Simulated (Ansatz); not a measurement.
Consider PbO$_{2}$ in the rutile structure (space group P4_2/mnm, No. 136; a = 4.998 Å, c = 3.411 Å). Axes: x, y, z lie along a, b, c of the conventional cell.

Level of theory: PBEsol (Ansatz, a first-principles code), without spin-orbit coupling.

Strains are applied to the cell and any free atomic positions relax.

One change was made to it. Results:

```json
[
 {"quantity": "energy relative to the base (free energy F)", "base": "0 meV/atom", "after": "+11 meV/atom"},
 {"quantity": "pressure (mean of the normal stresses, compression positive)", "base": "0.0 GPa", "after": "5.5 GPa"}
]
```

Problem. What was done to the base?
A) uniaxial strain ε_zz = −0.60 %
B) uniaxial strain ε_zz = −1.20 %
C) uniaxial strain ε_zz = −3.00 %

Solution. C, uniaxial strain ε_zz = −3.00 %. For comparison, the energy relative to the base in the other runs: uniaxial strain ε_zz = −1.20 % gives +1.7 meV/atom; uniaxial strain ε_zz = −0.60 % gives +0.5 meV/atom.

The mesh was chosen for an insulator and is coarse for the gapless case. Whether these cells are dynamically stable was not tested. The final runs are not spin-polarised.
